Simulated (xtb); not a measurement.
xtb 6.7.1, GFN2-xTB: Al(acac)(k2OAc)2 (CC(=O)C=C(C)[O][Al]([O]C(C)=O)[O]C(C)=O), 29 atoms. The geometry is a generated start, not checked to be a minimum at this level.

| Property | Value |
|---|---|
| run flags | --grad |
| method | GFN2-xTB |
| --acc | 1 (default) |
| --etemp (K) | 300 (default) |
| basis functions | 83 |
| valence electrons | 88 |

```xyz
29

Al    -0.0913     0.6625     0.1777
C     -1.8796    -3.0820     0.2242
C     -0.8045    -2.0591    -0.0156
C      0.3809    -2.4271    -0.6441
C      1.3705    -1.4876    -0.9168
C      2.6627    -1.9151    -1.5550
O      1.2448    -0.2505    -0.6560
O     -1.0435    -0.8767     0.3843
H     -1.5624    -4.0783    -0.0647
H     -2.1623    -3.0717     1.2750
H     -2.7606    -2.7986    -0.3497
H      0.5350    -3.4547    -0.9240
H      3.4808    -1.6826    -0.8752
H      2.6697    -2.9753    -1.7852
H      2.8240    -1.3384    -2.4637
C     -0.5766     1.6967     3.7456
C     -0.3729     1.3037     2.3146
O     -1.2328     1.5909     1.4463
O      0.6545     0.6680     1.9692
H      0.3808     1.9220     4.2053
H     -1.2487     2.5474     3.8031
H     -1.0251     0.8548     4.2704
C     -0.2291     3.3715    -2.4066
C     -0.1606     2.2912    -1.3714
O     -0.9300     1.2978    -1.4390
O      0.6503     2.3697    -0.4188
H      0.7454     3.8376    -2.5194
H     -0.5809     2.9619    -3.3480
H     -0.9385     4.1219    -2.0625
```

One run each on 1 thread. Values of broydamp tried: 0.02, 0.05, 0.1, 0.2, 0.4 (default), 0.6, 0.8, 1.

Q: Which value of broydamp needs the fewest SCC iterations, and what happens away from it?

A: Fewest SCC iterations, within one of each other: 0.2 with 14, 0.4 (default) with 13, 0.6 with 13, 0.8 with 14, 1 with 14. The count rises to 21 at 0.02. All converge to one solution.

```tsv
broydamp	SCC iterations	end
0.02	21	same solution
0.05	18	same solution
0.1	17	same solution
0.2	14	same solution
0.4 (default)	13	same solution
0.6	13	same solution
0.8	14	same solution
1	14	same solution
```
